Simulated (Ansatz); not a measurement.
An Ansatz (a first-principles code) input (Ansatz, PBEsol, PAW, cutoff 420 eV, no spin-orbit coupling):

Ansatz 0.2 input:
```yaml
crystal:
  lattice:
    - [4.473128814, 0, 0]
    - [2.236564407, 3.8738431873, 0]
    - [0, 0, 16.8261471913]
  atoms:
    - { symbol: Mg, position: [0.6666666667, 0.1666666667, 0.4457348384] }
    - { symbol: Si, position: [0.3333333333, -0.1666666667, 0.5] }
    - { symbol: Mg, position: [1, 0.5, 0.5542651616] }
basis: { ecutwfc: 420, ecutrho_ratio: 4, xc_grid: 2, fft_grid_basis: typed }
kpoints: { mp_grid: { grid: [9, 9, 1] } }
hamiltonian:
  xc: pbesol
  dispersion: none
  pseudopotentials: { kind: paw }
scf: { occupations: { method: fermi_dirac, width: 0.05 }, convergence: { dr2_threshold: 0.0000000003 } }
relax: { f_tol: 0.01, max_steps: 50 }
output: { forces: true, stress: true }
checkpoint: { write: state.ck, write_every: 1000 }
```

Problem. Which symmetry and how many k-points will the program report, and about how many plane waves at Γ?

Solution. Space group P-3m1 (ITA 164) with 12 operations, k-points 12 of 81, and 5703 plane waves at Γ.

No phonon test of stability was made. The cell was made from Mg₂Si (space group Fm-3m, No. 225) by this change: a free-standing slab of 1 layer (3 atoms, 3 a layer) is cut normal to [111], with 15 Å of vacuum and the in-plane cell held at bulk.
